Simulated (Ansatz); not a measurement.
Abridged Ansatz (an electronic-structure program) output:

```
Pseudopotential: Zr, paw, valence charge 12
Pseudopotential: As, paw, valence charge 15
Pseudopotential: Ru, paw, valence charge 16
Crystal: 9 atoms, lattice volume = 144.591 Å³
Basis set: ecut = 420 eV, 2809 PW (Γ), exchange–correlation on 90×90×54 points (8 copies of the dense FFT grid, shifted against one another)
Bands: 74, of which v1, the nominal top of the filled ones, is band 65 counted from 1 (64 counted from 0)
Symmetry: 12 space group operations
k-points: 70 of 768 (time reversal used)
Functional: x = pbesol(κ = 0.804, μ = 0.12345679012345678), c = pbesol(β = 0.046)
SCF iter   1: F=—  HF=-44282.762487 eV  |F-HF|=—  |Δ(HF+E_count)|=         —  Δρ=5.94e-3  dr2=3.85e-2  ethr=1.77e-3  ⟨swp⟩=5.5  Hψ=16728  notcnv=0  defer=1
SCF iter   2: F=—  HF=-44282.757074 eV  |F-HF|=—  |Δ(HF+E_count)|=   5.41e-3  Δρ=2.77e-3  dr2=7.76e-3  ethr=2.98e-5  ⟨swp⟩=2.9  Hψ=10659  notcnv=0  defer=2
SCF 1 converged in 9 iterations: F = -44282.755654 eV  dr2 = 5.22e-10
SCF converged after 9 iterations
Free energy (F): -44282.755654 eV
Internal energy: -44282.706070 eV  (E = F + TS)
E sigma→0 (E₀):  -44282.730862 eV
Entropy (-TS):   -0.049584 eV (-5.509 meV/atom)
Fermi energy:    18.760751 eV
--- Forces (eV/Å), atoms counted from 1 ---
  atom   1  Zr    -0.00003430    -0.00005942     0.00000000
  atom   2  Zr    -0.00003430     0.00005942     0.00000000
  atom   3  Zr     0.00006861     0.00000000     0.00000000
  atom   4  As     0.00000000     0.00000000     0.00000000
  atom   5  As    -0.00000000     0.00000000     0.00000000
  atom   6  As    -0.00000000    -0.00000000     0.00000000
  atom   7  Ru     0.00005153    -0.00008924     0.00000000
  atom   8  Ru    -0.00010305     0.00000000     0.00000000
  atom   9  Ru     0.00005153     0.00008924     0.00000000
--- Stress (GPa, compression-positive) ---
        0.001217       0.000000       0.000000
        0.000000       0.001217       0.000000
        0.000000       0.000000      -0.002519
  P = ⅓ Tr σ = -0.0000 GPa (-0.000 kbar)
```

Q: What was computed, and what are the main results?

A: ZrRuAs, 9 atoms in the cell, with PBEsol (Ansatz), spin-orbit coupling left out. The last SCF converged to F = -44282.755654 eV, or -4920.3062 eV per atom, at a pressure of 0.00 GPa. The total energy compares only with runs of the same code, potentials and settings.

Stability against distortions was not tested. The final runs are not spin-polarised. An odd electron count without spin: ZrRuAs. The cell is ZrRuAs (space group P-62m, No. 189; a cell from a computed database, its experimental status unchecked).
